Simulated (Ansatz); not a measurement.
Reference: AlP (F-43m), PBEsol with spin-orbit coupling, rigid bands (plane waves, PAW; Ansatz, a program for electronic structure); axes and stresses refer to this cell.

```
CELL_PARAMETERS angstrom
      0.00000     2.73533     2.73533
      2.73533     0.00000     2.73533
      2.73533     2.73533     0.00000
ATOMIC_POSITIONS crystal
  Al 0.00000 0.00000 0.00000
  P  0.75000 0.75000 0.75000
```

The Seebeck coefficient, n-type 1e19 cm⁻³ is -263 μV/K and the electron conductivity mass comes out as 0.33 mₑ. The band gap comes out as 1.43 eV.

**Question.** Change: biaxial stress xx = yy = -1 GPa (compression positive). What happens to Seebeck coefficient, n-type 1e19 cm⁻³, electron conductivity mass, band gap?

**Answer.** Seebeck coefficient, n-type 1e19 cm⁻³ falls in size to -220 μV/K; electron conductivity mass moves little, to 0.34 mₑ; band gap drops to 1.35 eV.

**Question.** Change: uniaxial stress zz = -1 GPa (compression positive). What happens to Seebeck coefficient, n-type 1e19 cm⁻³, electron conductivity mass, band gap?

**Answer.** Seebeck coefficient, n-type 1e19 cm⁻³ decreases in size to -241 μV/K; electron conductivity mass moves little, to 0.34 mₑ; band gap falls to 1.39 eV.

**Question.** Change: uniaxial stress zz = 1 GPa (compression positive). What happens to Seebeck coefficient, n-type 1e19 cm⁻³, electron conductivity mass, band gap?

**Answer.** Seebeck coefficient, n-type 1e19 cm⁻³ decreases in size to -217 μV/K; electron conductivity mass moves little, to 0.34 mₑ; band gap shrinks to 1.33 eV.

Masses are for dilute carriers at 300 K, harmonic means over directions unless an axis is named. Seebeck coefficients are for the stated density at 300 K, with one relaxation time for all states and whether or not that doping can be reached. Stresses and pressures are the targets of the relaxation.  The structure type is held under load, also where the real crystal would transform.
